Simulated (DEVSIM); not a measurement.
Device: CdS/CdTe n-p heterojunction, at 300 K.

Layer 1 from the left is CdS, thickness (μm) 0.600, Nd (cm⁻³) 4.7e16, τn (s) 4.6e-10, τp (s) 4.6e-10. Layer 2 from the left is CdTe, thickness (μm) 0.160, Na (cm⁻³) 9e17, τn (s) 4.6e-10, τp (s) 4.6e-10.

Left contact: ohmic. Right contact: ohmic. Voltage is applied to the left contact. Recombination: SRH at mid-gap, Auger. Mobility is constant in doping.

Constants are typed, rounded textbook-type inputs, not results; the design itself was drawn at random and stands for no fabricated device. Values at 300 K.

CdS: gap (eV) 2.4, affinity (eV) 4.3, permittivity 9, Nc (cm⁻³) 2.2e18, Nv (cm⁻³) 1.8e19, μn (cm²/Vs) 300, μp (cm²/Vs) 25, Cn (cm⁶/s) 1e-30, Cp (cm⁶/s) 1e-30. CdTe: gap (eV) 1.5, affinity (eV) 4.28, permittivity 10.2, Nc (cm⁻³) 8e17, Nv (cm⁻³) 1.8e19, μn (cm²/Vs) 1000, μp (cm²/Vs) 80, Cn (cm⁶/s) 1e-30, Cp (cm⁶/s) 1e-30.

DEVSIM, 1D drift-diffusion, Boltzmann statistics, complete ionisation; no tunnelling, impact ionisation, image-force lowering or self-heating. Band offsets follow the typed affinities; no thermionic-emission limit at abrupt steps, no polarisation charge.

Question: What does the simulation give for the dark forward voltage at 1 A/cm², the largest field in the device at zero bias?

Answer: dark forward voltage at 1 A/cm² 1.106 V; largest field in the device at zero bias 150000 V/cm.
